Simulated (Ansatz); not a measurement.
Base system: SiC in the wurtzite structure (space group P6_3mc, No. 186; a = 3.092 Å, c = 5.074 Å). Axes: x lies along a and z along c of the hexagonal cell.

All numbers come from PBE (Ansatz, a program for electronic structure; PAW; 420 eV plane waves; no spin-orbit coupling), earlier PAW set.

Base values:

The volume per atom comes out as 10.50 Å³ and the pressure comes out as 0.00 GPa.

Modification: biaxial strain +1.00 %, plane normal [001], relaxed out of plane (Cartesian); in-plane vectors clamped, the third vector and the atoms free.

**Question.** What does the calculation give for the volume per atom and pressure after the change?

**Answer.** The volume per atom goes up by 0.19 Å³, from 10.50 Å³ to 10.69 Å³; the pressure (mean of the normal stresses, compression positive) goes from zero to -3.74 GPa.

No phonon test of stability was made.
